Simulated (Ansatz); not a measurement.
The starting structures come from a database of crystals and need not be the phases stable at ambient conditions.

Where the default PAW files enter, the runs use the earlier of Ansatz's two default sets.

Inside the gap of an insulator the Bloch states are evanescent, with a wavenumber k + iκ along the transport direction.

Here is the system:

```
BeTe
1.0
    4.00429     0.00000     0.00000
    0.00000     5.66292     0.00000
    2.00214    -2.83146     2.00214
Be Te
1 1
Direct
  0.00000   0.00000   0.00000
  0.50000   0.75000   0.00000
```

Space group of this cell: F-43m, zinc blende. The cell is taken as given.

Transport runs along the normal of the first two printed cell vectors, the (110) plane of the conventional cell.

The gap is the functional's own. No spin-orbit coupling. Mid-gap values are those at the computed energy nearest the middle.

Problem. Compute, with r2SCAN (Ansatz, a program for electronic structure), the band gap and the smallest decay constant κ at mid-gap.

Solution. Gap 2.39 eV on a 14×14×14 mesh; κ = 0.168 1/Å, at the zone centre.
